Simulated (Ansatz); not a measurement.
L1₂ (Cu3Au-type) Ni₃Si

Level of theory: PBE-D4 (plane waves, PAW; Ansatz, a first-principles code).

Numerical settings: plane-wave cutoff 500 eV, 12×12×12 k mesh, Fermi–Dirac smearing 0.05 eV, no spin polarisation, scalar-relativistic PAW data made under PBE.

Cell (relaxed at this level):

```
Ni3Si
1.0
    3.46990     0.00000     0.00000
    0.00000     3.46990     0.00000
    0.00000     0.00000     3.46990
Si Ni
1 3
Direct
  0.00000   0.00000   0.00000
  0.00000   0.50000   0.50000
  0.50000   0.00000   0.50000
  0.50000   0.50000   0.00000
```

```json
{
  "equilibrium_volume_per_atom": "10.44 Å³/atom",
  "lattice_constant_a": "3.470 Å"
}
```

Measured, for comparison: equilibrium volume per atom 10.81 Å³/atom, lattice constant a 3.510 Å (temperature not stated, no zero-point or thermal correction; as tabulated in Metallic Nickel Silicides: Experiments and Theory for NiSi and First Principles …). Computed (rounded) less measured: equilibrium volume per atom -3.4 %, lattice constant a -1.1 %. A static lattice is as a rule a little smaller and stiffer than an uncorrected measurement, which can account for part of this.

The computed numbers hold no vibrational or temperature effects.

It cost around 40 core-seconds (rough) of CPU time.
